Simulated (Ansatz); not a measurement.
A calculation on CsCl-type CoGa returned lattice constant a 2.930 Å, bulk modulus 147 GPa, cohesive energy 3.12 eV/atom.

For reference: lattice constant a 2.878 Å (measured, temperature not stated, copied from a table, unchecked, not corrected to a static lattice; as tabulated in Monatshefte fuer Chemie und verwandte Teile anderer Wissenschaften 123, 509 (1992)).

Task: Which level of theory produced these numbers?
A. PBEsol-D3(BJ) (Ansatz, a quantum-chemistry and plane-wave program)
B. PBEsol (Ansatz)
C. BLYP (Ansatz)
D. PBE (Ansatz)

Result: C, BLYP (Ansatz)

The others give: PBE 2.882 Å, 177 GPa, 4.08 eV/atom; PBEsol-D3(BJ) 2.812 Å, 217 GPa, 5.22 eV/atom; PBEsol 2.840 Å, 201 GPa, 4.79 eV/atom.

Unless a cell is named, each level is at its own relaxed cell (BLYP 12.58, PBE 11.96, PBEsol 11.45, PBEsol-D3(BJ) 11.12 Å³/atom).

The crystal itself was run without spin with PBE, PBEsol-D3(BJ), PBEsol, BLYP; a magnetic state was not tried in these runs.

Ansatz's density-functional and Hartree–Fock values are scalar-relativistic unless marked +SOC, with PAW data made under PBE.
